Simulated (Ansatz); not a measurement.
## Ta₃Ru (Fm-3m, No. 225, 4 atoms in the cell; start mp-977390)

Computed with LDA (plane waves, PAW; Ansatz, a quantum-chemistry and plane-wave program).

Settings: plane-wave cutoff 520 eV, 16×16×16 k mesh, Fermi–Dirac smearing 0.05 eV, no spin polarisation, scalar-relativistic PAW data made under PBE.

Cell (relaxed at this level):

```
RuTa3
1.0
    0.00000     3.17223     3.17223
    3.17223     0.00000     3.17223
    3.17223     3.17223     0.00000
Ta Ru
3 1
Direct
  0.25000   0.25000   0.25000
  0.75000   0.75000   0.75000
  0.50000   0.50000   0.50000
  0.00000   0.00000   0.00000
```

```yaml
bulk_modulus: 257 GPa
```

Note: the run has no spin polarisation, so it can have missed a magnetic state; the bulk modulus is −V dP/dV from two relaxed cells at ±2 % in volume; the relaxation could not lower the start's symmetry, so the cell can be a saddle point above a distorted one.

Spin–orbit coupling is not included.

The computed numbers hold no vibrational or temperature effects.

A start named mp-… is a Materials Project structure, which need not be a measured phase.
